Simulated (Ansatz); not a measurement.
# Effect of Ge → C on Hf3Ge2

Consider Hf₃Ge₂ (space group P4/mbm, No. 127; a = 7.118 Å, c = 3.700 Å; a cell from a computed database, its experimental status unchecked).

Modification: C takes the place of Ge on all its sites, then cell and atoms are relaxed.

Computed with Kohn–Sham DFT with the r2SCAN functional, run in Ansatz (a program for electronic structure) with PAW and 500 eV plane waves, no spin-orbit coupling, earlier PAW set. k-mesh 7×7×14 (Γ-centred); smearing 0.05 eV (Fermi–Dirac), for the changed cell.

```
quantity                         base           changed        shift
-------------------  ----------------  ----------------  -----------
volume per atom              18.75 Å³          13.59 Å³    -5.153 Å³
density                   12.06 g/cm³       13.67 g/cm³  +1.61 g/cm³
lattice parameter a       13.450 bohr       12.135 bohr  -1.315 bohr
c/a ratio                       0.520             0.513       -0.007
space group          P4/mbm (No. 127)  P4/mbm (No. 127)            –
band gap                         zero              zero            –
```

Final structure:

```
CELL_PARAMETERS angstrom
      6.42151     0.00000     0.00000
      0.00000     6.42151     0.00000
      0.00000     0.00000     3.29634
ATOMIC_POSITIONS crystal
  Hf 0.00000 0.00000 0.00000
  Hf 0.50000 0.50000 0.00000
  Hf 0.15887 0.65887 0.50000
  Hf 0.84113 0.34113 0.50000
  Hf 0.34113 0.15887 0.50000
  Hf 0.65887 0.84113 0.50000
  C  0.65737 0.15737 0.00000
  C  0.34263 0.84263 0.00000
  C  0.84263 0.65737 0.00000
  C  0.15737 0.34263 0.00000
```

Cost of the whole job for the changed cell (relaxation, final SCF and bands): about 17 core-minutes (a rough figure).

No phonon test of stability was made. As relaxed here, Hf3C2 is a hypothetical phase, not in the database extracts checked. The final runs are not spin-polarised.
